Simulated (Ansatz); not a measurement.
Results of LDA (Ansatz, a first-principles code, PAW) for Ti2AlC (P6₃/mmc, No. 194; cell taken from a computed entry).

Settings: plane-wave cutoff 520 eV, 24×24×4 k mesh (along the axes of the cell as run), Fermi–Dirac smearing 0.047 eV (set by the program), no spin polarisation, scalar-relativistic PAW data made under PBE.

Cell (relaxed at this level):

```yaml
crystal:
  lattice:
    - [3.01433, 0.00000, 0.00000]
    - [-1.50716, 2.61048, 0.00000]
    - [0.00000, 0.00000, 13.51293]
  atoms:
    - { symbol: Ti, position: [0.33333, 0.66667, 0.08346] }
    - { symbol: Ti, position: [0.66667, 0.33333, 0.91654] }
    - { symbol: Ti, position: [0.66667, 0.33333, 0.58346] }
    - { symbol: Ti, position: [0.33333, 0.66667, 0.41654] }
    - { symbol: Al, position: [0.33333, 0.66667, 0.75000] }
    - { symbol: Al, position: [0.66667, 0.33333, 0.25000] }
    - { symbol: C, position: [0.00000, 0.00000, 0.00000] }
    - { symbol: C, position: [0.00000, 0.00000, 0.50000] }
```

Task: What does this level give for the Voigt–Reuss–Hill bulk modulus, polycrystal shear modulus (Hill average), Young modulus and Poisson ratio?

Result: 
- Voigt–Reuss–Hill bulk modulus: 152 GPa
- polycrystal shear modulus (Hill average): 124 GPa
- Young modulus: 293 GPa
- Poisson ratio: 0.180

Note: the relaxation could not lower the start's symmetry, so the cell can be a saddle point above a distorted one.

Elastic constants are with the ions relaxed.

The result took around 120 core-minutes (rough).
